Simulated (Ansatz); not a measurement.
Start from PdTe in the NiAs type structure (space group P6_3/mmc, No. 194; a = 4.158 Å, c = 5.616 Å).

Levels (all Ansatz, a first-principles code, PAW): PBEsol (420 eV, scalar-relativistic without spin-orbit coupling); PBEsol+SOC (420 eV, spin-orbit coupling included).

The geometry is relaxed with PBEsol.

* **PBEsol pressure**: 0.0 GPa

With PBEsol+SOC at the same geometry, the pressure goes from zero to 0.2 GPa.

Single points use the geometry relaxed with PBEsol. Differences between runs with and without spin-orbit coupling are approximate. No phonon test of stability was made. The runs without spin-orbit coupling are not spin-polarised.
